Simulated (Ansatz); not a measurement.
Consider GaCuSe2 in the chalcopyrite structure (space group I-42d, No. 122; a = 5.608 Å, c = 11.098 Å).

Method: Ansatz (a first-principles code), r2SCAN, PAW, cutoff 500 eV, no spin-orbit coupling.

For the base:

```
Property                        Value
----------------------------  -------
Gap between the host's bands  0.57 eV
```

Modification: electron doping at 1.0×10^22 cm⁻³ (1.75 per cell), with a uniform compensating background at fixed cell and a 300 K Fermi–Dirac width.

### Question
Predict the new Fermi level from band edge, gap between the host's bands and largest internal atomic displacement.

### Answer
The Fermi level relative to the doped band's edge (positive inside the band; to 0.05 eV) is +1.50 eV; the gap between the host's bands falls by 0.33 eV to 0.24 eV; the largest internal atomic displacement comes out as 0.102 Å.

Carriers are added with a uniform compensating background; total energy and stress of such cells depend on the potential's zero and are not compared; many-body gap narrowing is missing at this level. Whether these cells are dynamically stable was not tested. All final runs are without spin polarisation.
